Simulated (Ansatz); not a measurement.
Start from HfO$_{2}$ in the fluorite structure (space group Fm-3m, No. 225; a = 5.0981 Å).

(Cell as relaxed with PBE.)

Levels (all Ansatz, a program for electronic structure, PAW, earlier PAW set): PBE (420 eV, no SOC); r2SCAN (500 eV, without spin-orbit coupling).

Each level relaxes its own structure.

```tsv
base	PBE	r2SCAN
volume per atom	11.04 Å³	10.79 Å³
lattice parameter a	5.098 Å	5.059 Å
band gap	3.75 eV	4.30 eV
```

One thing is altered: Zr takes the place of Hf on all its sites, then cell and atoms are relaxed.

```csv
quantity,PBE,r2SCAN
"electron mass (degenerate bands, along [100])","0.51, 2.1 mₑ (at Γ)","0.53, 2.1 mₑ (at Γ)"
band gap,3.32 eV,3.89 eV
lattice parameter a,5.116 Å,5.089 Å
smallest direct gap,3.75 eV,4.29 eV
gap character,"indirect, X → Γ","indirect, X → Γ"
```

PBE's band gap lies 0.57 eV below r2SCAN's; PBE's lattice parameter a lies 0.027 Å above r2SCAN's (0.5 %); PBE's smallest direct gap lies 0.54 eV below r2SCAN's; the two agree on the gap character. Neither level is exact; r2SCAN is the comparison here, not a measurement.

Spin-orbit coupling, missing from the scalar runs, can matter with Hf. Effective masses come from finite differences of ±0.01 Å⁻¹. No phonon test of stability was made. This is not the structure that ZrO2 has at room temperature and ambient pressure. This is not the structure that HfO2 has at room temperature and ambient pressure.
